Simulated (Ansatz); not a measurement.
Worked example: self-consistent single point of TcS₂ (P6_3/mmc, 6 atoms in the cell) in Ansatz (a first-principles code).

Method: PBEsol, default PAW files made with PBE (plane waves; Ansatz).

```yaml
crystal:
  lattice:
    - [3.17039, 0.00000, 0.00000]
    - [-1.58520, 2.74564, 0.00000]
    - [0.00000, 0.00000, 12.33153]
  atoms:
    - { symbol: Tc, position: [0.33333, 0.66667, 0.25000] }
    - { symbol: Tc, position: [0.66667, 0.33333, 0.75000] }
    - { symbol: S, position: [0.33333, 0.66667, 0.62750] }
    - { symbol: S, position: [0.66667, 0.33333, 0.12750] }
    - { symbol: S, position: [0.66667, 0.33333, 0.37250] }
    - { symbol: S, position: [0.33333, 0.66667, 0.87250] }
```

Reference input (self-consistent single point, DFT, PBEsol, plane waves, default PAW files made with PBE): basis.ecutwfc = 500 eV; kpoints.mp_grid.grid = 8 8 2; hamiltonian.xc = pbesol; hamiltonian.pseudopotentials = {kind: paw} (the program's default PAW files); scf.occupations.method = cold; scf.occupations.width = 0.272 eV. This run's input differs from it in these lines:

Ansatz 0.2 input:
```diff
@@ -14,3 +14,3 @@
 basis:
-  ecutwfc: 500.0
+  ecutwfc: 400.0
 kpoints:
```

Output (repeated stretches shortened):

```
SCF iter   1: F=—  HF=-14224.041742 eV  |F-HF|=—  |Δ(HF+E_count)|=         —  Δρ=1.12e-1  dr2=4.56e1  ethr=3.10e-3  ⟨swp⟩=5.7  Hψ=2653  notcnv=0
all-band conjugate gradients solve this SCF's bands
preconditioner: auto → Kerker (q_TF=auto, 2.433 Å⁻¹)
SCF iter   2: F=—  HF=-14220.082686 eV  |F-HF|=—  |Δ(HF+E_count)|=    3.96e0  S|Δr|=    0.00e0  Δρ=5.94e-2  dr2=1.58e1  ethr=3.10e-3  ⟨swp⟩=2.2  Hψ=1127  notcnv=0  defer=11
   [... lines left out ...]
SCF iter   7: F=—  HF=-14217.801385 eV  |F-HF|=—  |Δ(HF+E_count)|=   1.72e-4  S|Δr|=    0.00e0  Δρ=9.07e-5  dr2=9.92e-6  ethr=3.17e-7  ⟨swp⟩=2.0  Hψ=1020  notcnv=0  defer=1
SCF iter   8: F=—  HF=-14217.801382 eV  |F-HF|=—  |Δ(HF+E_count)|=   2.98e-6  S|Δr|=    0.00e0  Δρ=1.88e-5  dr2=4.60e-7  ethr=1.84e-8  ⟨swp⟩=2.0  Hψ=976  notcnv=0  defer=1
SCF iter   9: F=-14217.801383 eV  HF=-14217.801383 eV  |F-HF|=1.81e-8  |Δ(HF+E_count)|=   5.54e-7  S|Δr|=    0.00e0  Δρ=3.34e-6  dr2=1.21e-8  ethr=1.85e-10  ⟨swp⟩=6.4  Hψ=2873  notcnv=0
SCF 1 converged in 9 iterations: F = -14217.801383 eV  dr2 = 1.21e-8
Stability not checked (fill_not_monotonic)
Free energy (F): -14217.801383 eV
Internal energy: -14217.706579 eV  (E = F + TS)
E sigma→0 (E₀):  -14217.769782 eV
Entropy (-TS):   -0.094804 eV (-15.801 meV/atom)
Fermi energy:    11.494736 eV
--- Forces (eV/Å), atoms counted from 1 ---
  atom   1  Tc    -0.00000000    -0.00000000    -0.00000000
  atom   2  Tc     0.00000000     0.00000000     0.00000000
  atom   3  S     -0.00000000     0.00000000     0.12408046
  atom   4  S      0.00000000    -0.00000000     0.12408046
  atom   5  S      0.00000000    -0.00000000    -0.12408046
  atom   6  S     -0.00000000     0.00000000    -0.12408046
--- Stress (GPa, compression-positive) ---
       -0.314234       0.000000      -0.000000
        0.000000      -0.314234      -0.000000
       -0.000000      -0.000000      -2.170808
  P = ⅓ Tr σ = -0.9331 GPa (-9.331 kbar)
  The stress holds the Pulay correction. Without it, at fixed plane waves, as pw.x and ABINIT print it: P = -2.3895 GPa
```

The run converged in 9 iterations. Against the reference run the free energy rises by 14.2 meV/atom, the pressure moves little (-0.91 to -0.93 GPa) and the largest force hardly changes (0.120 to 0.124 eV/Å).

The starting cell was generated: these elements placed on a structure prototype, without a prior relaxation; it need not be a known phase or ordering of this composition. Its lattice was rescaled by a random factor within 2.5 % of one. Spin polarisation is off. Ansatz's pressure includes its estimate of the finite-basis (Pulay) stress. Without the estimate this run gives -2.39 GPa. The cutoff lies below the one recommended for these files.
